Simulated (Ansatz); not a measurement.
Consider Rh in the fcc (Cu type) structure (space group Fm-3m, No. 225; a = 3.782 Å; relaxed with 0.1 eV smearing). Axes: x, y, z lie along the cube axes.

Structures relaxed with PBEsol/PAW in Ansatz (an electronic-structure program), no SOC, earlier PAW set.

Base:

Simulated powder pattern, Mo Kα, λ = 0.71073 Å (kinematic, ideal powder, no thermal factors, no anomalous dispersion; the 14 strongest lines at most, above 2 %, up to 2θ = 40°):

| 2θ (°) | I/Imax (%) | hkl |
|---|---|---|
| 18.73 | 100 | (111) |
| 21.66 | 49 | (200) |
| 30.83 | 33 | (220) |
| 36.32 | 39 | (311) |
| 37.99 | 11 | (222) |

After one change:

Simulated powder pattern, Mo Kα, λ = 0.71073 Å (kinematic, ideal powder, no thermal factors, no anomalous dispersion; the 14 strongest lines at most, above 2 %, up to 2θ = 40°):

```
2θ (°)  I/Imax (%)
------  ----------
18.60          100
21.19           17
21.66           32
30.49           23
30.83           11
35.66           14
36.25           26
37.71           11
```

Problem. What was done to the base?
A. uniaxial strain ε_zz = +2.20 %
B. strain tensor (xx, yy, zz, yz, xz, xy) = (−0.03, +0.05, +1.14, +0.60, +0.99, −0.19) %
C. strain tensor (xx, yy, zz, yz, xz, xy) = (−0.63, −1.70, +0.54, +0.52, +2.07, −0.55) %

Solution. A, uniaxial strain ε_zz = +2.20 %. Its volume per atom is 13.82 Å³ against 13.52 Å³, and its space group is I4/mmm (No. 139).

Stability against distortions was not tested. All final runs are without spin polarisation. Rh lies near a magnetic instability that expansion can trigger; it was not tested.
